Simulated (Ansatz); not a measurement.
```
CELL_PARAMETERS angstrom
     17.50000     0.00000     0.00000
      0.00000    17.50000     0.00000
      0.00000     0.00000     5.61425
ATOMIC_POSITIONS crystal
  Mg 0.68371 0.50000 0.66968
  O  0.66313 0.59418 0.83032
  O  0.68836 0.50000 0.33032
  Mg 0.59185 0.65909 0.66968
  O  0.50000 0.68836 0.83032
  Mg 0.65909 0.59185 0.16968
  O  0.59418 0.66313 0.33032
  Mg 0.40815 0.65909 0.66968
  O  0.33687 0.59418 0.83032
  Mg 0.50000 0.68371 0.16968
  O  0.40582 0.66313 0.33032
  Mg 0.31629 0.50000 0.66968
  O  0.33687 0.40582 0.83032
  Mg 0.34091 0.59185 0.16968
  O  0.31164 0.50000 0.33032
  Mg 0.40815 0.34091 0.66968
  O  0.50000 0.31164 0.83032
  Mg 0.34091 0.40815 0.16968
  O  0.40582 0.33687 0.33032
  Mg 0.59185 0.34091 0.66968
  O  0.66313 0.40582 0.83032
  Mg 0.50000 0.31629 0.16968
  O  0.59418 0.33687 0.33032
  Mg 0.65909 0.40815 0.16968
```

The numbers are results of PBE (plane waves to 420 eV, PAW; Ansatz, a quantum-chemistry and plane-wave program), not measurements. Mesh 1×1×6. No spin polarisation. It repeats along c; a and b span vacuum. A hypothetical model, rolled from the flat sheet. Only distortions within the start's symmetry and period were free.

**Question.** Tabulate the two highest filled and two lowest empty levels along the axis, from the valence top.

**Answer.** 
| k (2π/c) | v2 (eV) | v1 (eV) | c1 (eV) | c2 (eV) |
|---|---|---|---|---|
| 0.000 | 0.00 | 0.00 | 3.11 | 3.97 |
| 0.042 | 0.00 | 0.00 | 3.12 | 3.98 |
| 0.083 | -0.01 | -0.01 | 3.16 | 4.01 |
| 0.125 | -0.01 | -0.01 | 3.23 | 4.07 |
| 0.167 | -0.03 | -0.03 | 3.33 | 4.15 |
| 0.208 | -0.04 | -0.04 | 3.44 | 4.25 |
| 0.250 | -0.04 | -0.04 | 3.58 | 4.36 |
| 0.292 | -0.04 | -0.04 | 3.73 | 4.49 |
| 0.333 | -0.04 | -0.04 | 3.89 | – |
| 0.375 | -0.03 | -0.03 | 4.06 | – |
| 0.417 | -0.03 | -0.03 | 4.25 | – |
| 0.458 | -0.03 | -0.03 | 4.44 | – |
| 0.500 | -0.03 | -0.03 | – | – |
A dash stands for levels within 1 eV of the vacuum level or above it.
